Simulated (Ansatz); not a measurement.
This concerns the formation energy of O_i in Ir (fcc, Fm-3m). Reaction: 64 Ir (fcc) + 1/2 O2 (gas) → cell A.

Cell A: a supercell of 64 sites of Ir (fcc, Fm-3m) with O off the lattice sites (6 Ir at 2.11 Å); spin state with PBE: run without spin, k-point mesh 4×4×4.
```
Ir64O
1.0
   10.95097     0.00000     0.00000
    5.47549     9.48382     0.00000
    5.47549     3.16127     8.94143
Ir O
64 1
Direct
  0.99937   0.00063   0.00063
  0.99937   0.00063   0.24937
  0.99791   0.00209   0.49954
  0.99791   0.00209   0.75046
  0.99937   0.24937   0.00063
  0.00012   0.25012   0.25012
  0.00011   0.25011   0.49989
  0.00012   0.25012   0.74963
  0.99791   0.49954   0.00209
  0.00011   0.49989   0.25011
  0.00011   0.49989   0.49989
  0.99791   0.49954   0.75046
  0.99791   0.75046   0.00209
  0.00012   0.74963   0.25012
  0.99791   0.75046   0.49954
  0.99979   0.75007   0.75007
  0.25037   0.99988   0.99988
  0.24954   0.00209   0.24791
  0.24993   0.00021   0.49993
  0.24954   0.00209   0.75046
  0.24954   0.24791   0.00209
  0.24989   0.25011   0.25011
  0.24989   0.25011   0.49989
  0.24954   0.24791   0.75046
  0.24993   0.49993   0.00021
  0.24989   0.49989   0.25011
  0.24993   0.49993   0.49993
  0.23853   0.48853   0.76147
  0.24954   0.75046   0.00209
  0.24954   0.75046   0.24791
  0.23853   0.76147   0.48853
  0.23853   0.76147   0.76147
  0.50011   0.99989   0.99989
  0.50046   0.00209   0.24791
  0.50046   0.00209   0.49954
  0.50011   0.99989   0.75011
  0.50046   0.24791   0.00209
  0.49963   0.25012   0.25012
  0.50046   0.24791   0.49954
  0.50007   0.24979   0.75007
  0.50046   0.49954   0.00209
  0.50046   0.49954   0.24791
  0.51147   0.48853   0.48853
  0.51147   0.48853   0.76147
  0.50011   0.75011   0.99989
  0.50007   0.75007   0.24979
  0.51147   0.76147   0.48853
  0.50007   0.75007   0.75007
  0.74988   0.99988   0.99988
  0.75063   0.00063   0.24937
  0.74988   0.99988   0.50037
  0.74989   0.99989   0.75011
  0.75063   0.24937   0.00063
  0.75063   0.24937   0.24937
  0.75209   0.24791   0.49954
  0.75209   0.24791   0.75046
  0.74988   0.50037   0.99988
  0.75209   0.49954   0.24791
  0.75021   0.49993   0.49993
  0.75209   0.49954   0.75046
  0.74989   0.75011   0.99989
  0.75209   0.75046   0.24791
  0.75209   0.75046   0.49954
  0.74989   0.75011   0.75011
  0.37500   0.62500   0.62500
```

Reference: Ir (fcc, Fm-3m), 64 atoms in the cell, the relaxed perfect crystal repeated, atoms not moved again; spin state with PBE: run without spin, k-point mesh 4×4×4 on the run's own vectors.

Reference: an isolated O2 molecule (triplet) in a box of 11 × 11 × 13 Å.

Plane-wave PAW calculations with Ansatz (an electronic-structure program), its default PAW set, cutoff 420 eV, 500 eV for r2SCAN. The structures are at rest with PBE, within the held lattices; other levels are single points on them. Neutral cells; Fermi-Dirac smearing of at most 0.10 eV in the solids, energies taken to zero width. The lattices are those relaxed with PBE, so at other levels the solids can be strained, which adds to the spread. Larger cells are relaxed from a start prepared with the learned potential CHGNet, on a coarser mesh till forces fall under 0.03 eV/Å, which some starts already meet. A dispersion term (D3(BJ), or D4 for r2SCAN) was computed beside these levels and is taken off wherever the name lacks it. The PAW files were made for PBE and serve at the other functionals too. Space groups of crystals are read within 0.01 Å. No zero-point or thermal terms. The structures are the rest points that the relaxations reached, not proven lowest. The runs are scalar-relativistic, without spin-orbit coupling. The d electrons get no Hubbard U. Values are for these cell sizes. Mesh and cell size may move defect energies by 0.1 eV or more. Cell A has symmetry Fm-3m within 0.02 Å and got no random move, so less symmetric positions, which may lie lower, weren't tried.

Problem. What is the computed value (PBE)?

Solution. 4.67 eV, for 64 Ir (fcc) + 1/2 O2 (gas) → cell A.

Problem. How does the value move with the functional?

Solution. 
```tsv
Level	value (eV)	less PBE
r2SCAN	4.34	-0.33
```

The levels shown span 0.33 eV, from r2SCAN (4.34) to PBE (4.67).
